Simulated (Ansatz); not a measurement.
The starting structures come from a database of crystals and need not be the phases stable at ambient conditions.

 Where the default PAW files enter, the runs use the earlier of Ansatz's two default sets.

Evanescent states of B (R-3m, not sure to be the ambient phase, 12 atoms a cell, 7.2 Å³ an atom) along the normal of (110)

Method: r2SCAN (plane waves, PAW; Ansatz, an electronic-structure program).

No gap correction and no spin-orbit coupling; mid-gap values are interpolated between computed energies.

Energies count from the valence-band top; κ is the least over a 6×4 mesh across the current.

| E (eV) | κ (1/Å) | where |
|---|---|---|
| 0.04 | 0.047 | off Γ |
| 0.14 | 0.081 | off Γ |
| 0.23 | 0.103 | off Γ |
| 0.32 | 0.120 | off Γ |
| 0.41 | 0.135 | off Γ |
| 0.49 | 0.147 | off Γ |
| 0.58 | 0.158 | off Γ |
| 0.68 | 0.167 | off Γ |
| 0.77 | 0.175 | off Γ |
| 0.85 | 0.182 | off Γ |
| 0.94 | 0.189 | off Γ |
| 1.03 | 0.194 | off Γ |
| 1.12 | 0.198 | off Γ |
| 1.22 | 0.188 | off Γ |
| 1.30 | 0.176 | off Γ |
| 1.40 | 0.149 | off Γ |
| 1.49 | 0.111 | off Γ |
| 1.57 | 0.045 | off Γ |

How thick must the barrier be to attenuate the transmission by 10^4 when the electrodes' Fermi level lies at 0.23 eV, and what attenuation does that film give at 0.68 eV?

d = 4 ln 10 / (2 × 0.103) = 44.7 Å. At 0.68 eV it gives 4 × 0.167/0.103 = 6.5 decades.
